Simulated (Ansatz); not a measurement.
A self-consistent single point of TiO₂ (I4_1/amd, 6 atoms in the cell) with Ansatz (a program for electronic structure).

Level of theory: PBE (plane waves, PAW; Ansatz).

```
CELL_PARAMETERS angstrom
     -1.89250     1.89250     4.75500
      1.89250    -1.89250     4.75500
      1.89250     1.89250    -4.75500
ATOMIC_POSITIONS crystal
  Ti 0.75000 0.25000 0.50000
  Ti 0.00000 0.00000 0.00000
  O  0.54200 0.04200 0.50000
  O  0.79200 0.79200 0.00000
  O  0.20800 0.20800 0.00000
  O  0.95800 0.45800 0.50000
```

Reference input (self-consistent single point, DFT, PBE, plane waves, default PAW files): kpoints.mp_grid.grid = 6 6 6; hamiltonian.xc = pbe; hamiltonian.pseudopotentials = {kind: paw} (the program's default PAW files); scf.occupations.method = fermi_dirac; scf.occupations.width = 0.05 eV. This run's input differs from it in these lines:

Ansatz 0.2 input:
```diff
@@ -14,3 +14,3 @@
 kpoints:
-  mp_grid: { grid: [6, 6, 6] }
+  mp_grid: { grid: [4, 4, 4] }
 hamiltonian:
```

Output (repeated stretches shortened):

```
SCF iter   1: F=—  HF=-7277.462932 eV  |F-HF|=—  |Δ(HF+E_count)|=         —  Δρ=3.53e-3  dr2=3.52e-3  ethr=1.77e-3  ⟨swp⟩=4.8  Hψ=1598  notcnv=0
all-band conjugate gradients solve this SCF's bands
preconditioner: auto → none
SCF iter   2: F=—  HF=-7277.464667 eV  |F-HF|=—  |Δ(HF+E_count)|=   1.74e-3  Δρ=2.83e-3  dr2=4.20e-3  ethr=7.34e-6  ⟨swp⟩=3.0  Hψ=847  notcnv=0  defer=21
   [... lines left out ...]
SCF iter   4: F=—  HF=-7277.464528 eV  |F-HF|=—  |Δ(HF+E_count)|=   1.47e-4  Δρ=5.27e-4  dr2=1.11e-4  ethr=1.97e-6  ⟨swp⟩=2.0  Hψ=461  notcnv=0  defer=21
SCF iter   5: F=—  HF=-7277.464564 eV  |F-HF|=—  |Δ(HF+E_count)|=   3.56e-5  Δρ=9.16e-5  dr2=3.05e-6  ethr=2.32e-7  ⟨swp⟩=2.0  Hψ=488  notcnv=0  defer=21
SCF iter   6: F=—  HF=-7277.464424 eV  |F-HF|=—  |Δ(HF+E_count)|=   1.40e-4  Δρ=9.10e-6  dr2=1.37e-8  ethr=2.08e-10  ⟨swp⟩=7.2  Hψ=1884  notcnv=0
SCF iter   7: F=-7277.464424 eV  HF=-7277.464424 eV  |F-HF|=6.38e-10  |Δ(HF+E_count)|=   3.12e-8  Δρ=1.55e-6  dr2=3.87e-10  ethr=2.85e-11  ⟨swp⟩=2.0  Hψ=1296  notcnv=0
SCF 1 converged in 7 iterations: F = -7277.464424 eV  dr2 = 3.87e-10
Free energy (F): -7277.464424 eV
Internal energy: -7277.464424 eV  (E = F + TS)
E sigma→0 (E₀):  -7277.464424 eV
Fermi energy:    8.405650 eV
--- Forces (eV/Å), atoms counted from 1 ---
  atom   1  Ti     0.00000000     0.00000000     0.00000000
  atom   2  Ti     0.00000000     0.00000000     0.00000000
  atom   3  O     -0.00000000     0.00000000    -0.13316467
  atom   4  O     -0.00000000     0.00000000    -0.13316467
  atom   5  O      0.00000000     0.00000000     0.13316467
  atom   6  O      0.00000000     0.00000000     0.13316467
--- Stress (GPa, compression-positive) ---
        4.684142       0.000000       0.000000
        0.000000       4.684142       0.000000
        0.000000      -0.000000       6.371863
  P = ⅓ Tr σ = 5.2467 GPa (52.467 kbar)
  The stress holds the Pulay correction. Without it, at fixed plane waves, as pw.x and ABINIT print it: P = 4.5657 GPa
```

The run converged in 7 iterations. Against the reference run the free energy hardly moves (within 1 meV/atom), the pressure hardly changes (5.24 to 5.25 GPa), the largest force goes from 0.126 to 0.133 eV/Å and the gap on the mesh moves little (2.170 to 2.167 eV).

The starting cell has typed, rounded lattice constants, without a prior relaxation at this level. With a pressure of about 5 GPa the cell is away from its equilibrium volume at this level. Ansatz's pressure includes its estimate of the finite-basis (Pulay) stress. Without the estimate this run gives 4.57 GPa.
